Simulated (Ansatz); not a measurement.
Where the default PAW files enter, the runs use the earlier of Ansatz's two default sets.

# Evanescent states of PbI2 (P-3m1, CdI2 type, 3 atoms a cell, 41.9 Å³ an atom) along the normal of (111)

These are PBEsol (plane waves, PAW; Ansatz, a first-principles code) values and carry that method's errors.

No gap correction and no spin-orbit coupling; mid-gap values are interpolated between computed energies.

Energies count from the valence-band top; κ is the least over a 6×4 mesh across the current.

```json
[
 {"E (eV)": "0.06", "κ (1/Å)": "0.096", "where": "off Γ"},
 {"E (eV)": "0.17", "κ (1/Å)": "0.146", "where": "off Γ"},
 {"E (eV)": "0.28", "κ (1/Å)": "0.167", "where": "off Γ"},
 {"E (eV)": "0.39", "κ (1/Å)": "0.178", "where": "off Γ"},
 {"E (eV)": "0.49", "κ (1/Å)": "0.184", "where": "off Γ"},
 {"E (eV)": "0.60", "κ (1/Å)": "0.188", "where": "off Γ"},
 {"E (eV)": "0.71", "κ (1/Å)": "0.190", "where": "off Γ"},
 {"E (eV)": "0.82", "κ (1/Å)": "0.190", "where": "off Γ"},
 {"E (eV)": "0.94", "κ (1/Å)": "0.189", "where": "off Γ"},
 {"E (eV)": "1.04", "κ (1/Å)": "0.186", "where": "off Γ"},
 {"E (eV)": "1.16", "κ (1/Å)": "0.183", "where": "off Γ"},
 {"E (eV)": "1.26", "κ (1/Å)": "0.178", "where": "off Γ"},
 {"E (eV)": "1.38", "κ (1/Å)": "0.171", "where": "off Γ"},
 {"E (eV)": "1.49", "κ (1/Å)": "0.163", "where": "off Γ"},
 {"E (eV)": "1.59", "κ (1/Å)": "0.152", "where": "off Γ"},
 {"E (eV)": "1.71", "κ (1/Å)": "0.139", "where": "off Γ"},
 {"E (eV)": "1.81", "κ (1/Å)": "0.121", "where": "off Γ"},
 {"E (eV)": "1.93", "κ (1/Å)": "0.097", "where": "off Γ"},
 {"E (eV)": "2.04", "κ (1/Å)": "0.058", "where": "off Γ"}
]
```

Problem. How thick must the barrier be to attenuate the transmission by 10^8 when the electrodes' Fermi level lies at 1.26 eV, and what attenuation does that film give at 1.71 eV?

Solution. d = 8 ln 10 / (2 × 0.178) = 51.7 Å. At 1.71 eV it gives 8 × 0.139/0.178 = 6.2 decades.
